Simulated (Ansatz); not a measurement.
The parent structure is C in the diamond structure (space group Fd-3m, No. 227; a = 3.5538 Å).

Calculations: DFT with PBEsol, PAW potentials and a 420 eV plane-wave cutoff in Ansatz (a program for electronic structure), no SOC.

One change was made to it. Results:

```csv
quantity,base,after
band gap,4.03 eV,4.10 eV
"hole mass (degenerate bands, along [100])","0.29, 0.29, 0.52 mₑ (at Γ)","0.28, 0.28, 0.54 mₑ (at Γ)"
gap character,"indirect, Γ → Γ–X (75 % along)","indirect, Γ → Γ–X (75 % along)"
lattice parameter a,6.716 bohr,6.646 bohr
```

Question: What was done to the base?
A. pressure 15 GPa
B. pressure −2 GPa
C. pressure 0.9 GPa

Answer: A, pressure 15 GPa. For comparison, the band gap in the other runs: pressure 0.9 GPa gives 4.04 eV; pressure −2 GPa gives 4.02 eV.

Load acts through the strain it causes; cell and atoms are relaxed under it. Masses are band curvatures over ±0.01 Å⁻¹ around the edge. Stability against distortions was not tested. Competing high-pressure phases were not computed.
